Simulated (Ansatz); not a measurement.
The starting structures come from a database of crystals and need not be the phases stable at ambient conditions.

Tunnelling through a barrier is set by its complex band structure: the current falls as exp(−2κd) with the smallest κ.

Data:

```
CELL_PARAMETERS angstrom
      5.87722     0.00000     0.00000
      0.00000     5.87722     0.00000
      2.93861    -2.93861     4.15583
ATOMIC_POSITIONS crystal
  Ge 0.37500 0.87500 0.25000
  Ge 0.87500 0.37500 0.75000
  Ge 0.37500 0.37500 0.25000
  Ge 0.37500 0.37500 0.75000
  Ge 0.00000 0.00000 0.00000
  Ge 0.75000 0.75000 0.50000
  N  0.61684 0.61684 0.23368
  N  0.13316 0.60052 0.73368
  N  0.14948 0.61684 0.23368
  N  0.13316 0.13316 0.73368
  N  0.61684 0.61684 0.76632
  N  0.60052 0.13316 0.26632
  N  0.61684 0.14948 0.76632
  N  0.13316 0.13316 0.26632
```

Space group of this cell: Fd-3m. The cell is taken as given; by LDA its mean pressure is -11.9 GPa.

Transport runs along the normal of the first two printed cell vectors, the (001) plane of the conventional cell.

No gap correction and no spin-orbit coupling; mid-gap values are interpolated between computed energies.

**Question.** State the band gap and the smallest decay constant κ at mid-gap according to LDA (Ansatz, a program for electronic structure).

**Answer.** Gap 1.89 eV on a 8×8×8 mesh; κ = 0.169 1/Å, at the zone centre.
